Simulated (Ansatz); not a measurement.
An Ansatz (a first-principles code) input for (Ru,Ti) alloy cell RuTi7 (hexagonal close-packed start):

Ansatz 0.2 input:
```yaml
crystal:
  lattice:
    - [-0.05854577, -5.084193075, -4.641467939]
    - [0.058549222, 5.084194592, -4.641469607]
    - [5.696958499, 0.067146339, 4.641466595]
  atoms:
    - { symbol: Ti, position: [0.567442236, 0.407745776, 0.225187458] }
    - { symbol: Ti, position: [0.201957357, 0.559955649, 1.011912472] }
    - { symbol: Ti, position: [0.65299386, 0.022636734, 0.925629934] }
    - { symbol: Ru, position: [0.327295169, 0.205297624, 0.78259289] }
    - { symbol: Ru, position: [0.470774952, 0.763674747, 0.484449829] }
    - { symbol: Ti, position: [0.940344594, 0.295788117, 0.486132658] }
    - { symbol: Ti, position: [0.059392353, 0.930155432, 0.239547542] }
    - { symbol: Ti, position: [0.815487537, 0.660522201, 0.726008244] }
    - { symbol: Ti, position: [0.527113689, 0.160232919, 0.52689142] }
    - { symbol: Ti, position: [0.171618816, 0.336774751, 0.257016661] }
    - { symbol: Ti, position: [0.670241607, 0.835396963, 0.257016145] }
    - { symbol: Ti, position: [0.298657893, 0.958132545, 0.019361179] }
    - { symbol: Ti, position: [0.418597058, 0.555803656, 0.755999166] }
    - { symbol: Ti, position: [0.950196138, 0.087402727, 0.756000997] }
    - { symbol: Ti, position: [0.116657471, 0.749776195, 0.526890354] }
    - { symbol: Ti, position: [0.811229262, 0.470703951, 0.019363055] }
basis:
  ecutwfc: 420
  ecutrho_ratio: 4
  xc_grid: 2
kpoints:
  mp_grid: { grid: [6, 6, 6] }
hamiltonian:
  xc: pbe
  dispersion: none
  pseudopotentials: { kind: paw }
scf:
  n_extra_bands: 30
  occupations: { method: fermi_dirac, width: 0.05 }
output:
  forces: true
  stress: true
relax:
  f_tol: 0.03
  max_steps: 90
  cell: { stress_tol: 0.15 }
```

These are PBE (plane waves to 420 eV, PAW; Ansatz) values and carry that method's errors. No spin–orbit coupling; the runs are not spin-polarised. Its k-point mesh 6×6×6, Fermi–Dirac width 0.05 eV.

Q: What does the end of the output print (band table and long remarks left out, numbers rounded to eight decimals)?

A: 
```
SCF converged after 6 iterations
Free energy (F): -46755.387654 eV
Harris-Foulkes:  -46755.387654 eV  (|F-HF|=0.00e0)
Internal energy: -46755.181754 eV  (E = F + TS)
E sigma→0 (E₀):  -46755.284704 eV
Entropy (-TS):   -0.205900 eV (-12.869 meV/atom)
Fermi energy:    14.499406 eV
--- Per-component energies (eV) ---
  E_band       = -2370.141464
  E_kinetic    = 4851.734660
  E_local      = -14614.887087  (includes V_loc(G=0)·N_el)
  E_nonlocal   = 799.432275
  E_hartree    = 5811.205562
  E_xc         = -1748.845747
  E_vxc        = -2189.877047  (∫ρ·V_xc dr)
  E_paw        = -21589.447151  (= ΣΔE_a)
  E_vpaw       = -2838.956683  (= ΣTr[D̂ρ^β])
  E_aug_tail   = 0.001361  (compensation charges beyond the density's cutoff)
  E_ewald      = -20264.375627
  E_smearing   = -0.205900  (= −TS)
  E_closure    = 0.000000  (closes the sum)
  Σ components = -46755.387654   (vs F -46755.387654, Δ=0.00e0)
--- Forces (eV/Å), atoms counted from 1 ---
  atom   1  Ti    -0.01754493     0.00843232     0.00000000
  atom   2  Ti     0.01077785    -0.00392934    0.00000000
  atom   3  Ti     0.00417207     0.00871788    0.00000000
  atom   4  Ru    -0.00230936    -0.01238348    0.00000000
  atom   5  Ru    -0.00183905     0.01252839     0.00000000
  atom   6  Ti    -0.00801537     0.00245428     0.00000000
  atom   7  Ti    -0.01202699    -0.00327557     0.00000000
  atom   8  Ti     0.00921055     0.00211334    0.00000000
  atom   9  Ti     0.00328219    -0.00085625     0.00757821
  atom  10  Ti    -0.00617197     0.00342523    -0.00740089
  atom  11  Ti    -0.00617197     0.00342523     0.00740089
  atom  12  Ti     0.00462338    -0.00327901    -0.00114242
  atom  13  Ti     0.00705408    -0.00661882     0.00685809
  atom  14  Ti     0.00705408    -0.00661882    -0.00685809
  atom  15  Ti     0.00328219    -0.00085625    -0.00757821
  atom  16  Ti     0.00462338    -0.00327901     0.00114242
  max |Σ_I F_I| component: 1.41e-7 eV/Å
--- Stress (GPa, compression-positive) ---
       -0.003593       0.019481       0.000000
        0.019481      -0.035612      0.000000
        0.000000      0.000000       0.058337
  P = ⅓ Tr σ = 0.0064 GPa (0.064 kbar)
--- Relaxed structure (9 steps of the walk, 9 accepted, 1 SCFs on fresh bases) ---
  F+E_penalty+E_count = -46755.38765408 eV   max|allowed force component| = 1.754e-2 eV/Å   (the final SCF, on the basis selected at the relaxed cell)
  cell:  # Å, volume = 265.4948 Å³
    - [-0.35316147, -5.20793659, -4.60465524]
    - [0.35316143, 5.20793661, -4.60465523]
    - [5.56273545, 0.40044899, 4.60465521]
  atoms:
    - { symbol: Ti, position: [0.51609469, 0.37930710, 0.14540179] }
    - { symbol: Ti, position: [0.17891302, 0.55775327, 0.98666629] }
    - { symbol: Ti, position: [0.64539341, 0.02324616, 0.91863958] }
    - { symbol: Ru, position: [0.27563070, 0.15631055, 0.68194125] }
    - { symbol: Ru, position: [0.41425196, 0.78186284, 0.44611480] }
    - { symbol: Ti, position: [0.90865446, 0.28051850, 0.43917296] }
    - { symbol: Ti, position: [0.04489726, 0.91646120, 0.21135845] }
    - { symbol: Ti, position: [0.78270200, 0.65685408, 0.68955608] }
    - { symbol: Ti, position: [0.57291964, 0.19880880, 0.56112229] }
    - { symbol: Ti, position: [0.23561711, 0.36487000, 0.31455480] }
    - { symbol: Ti, position: [0.69968481, 0.82893769, 0.31455480] }
    - { symbol: Ti, position: [0.33655842, 0.96606654, 0.05816942] }
    - { symbol: Ti, position: [0.44755613, 0.57001788, 0.80672788] }
    - { symbol: Ti, position: [0.98671000, 0.10917175, 0.80672788] }
    - { symbol: Ti, position: [0.11231349, 0.73820264, 0.56112229] }
    - { symbol: Ti, position: [0.84210288, 0.47161100, 0.05816942] }
```

Cost: very roughly 29 core-minutes.
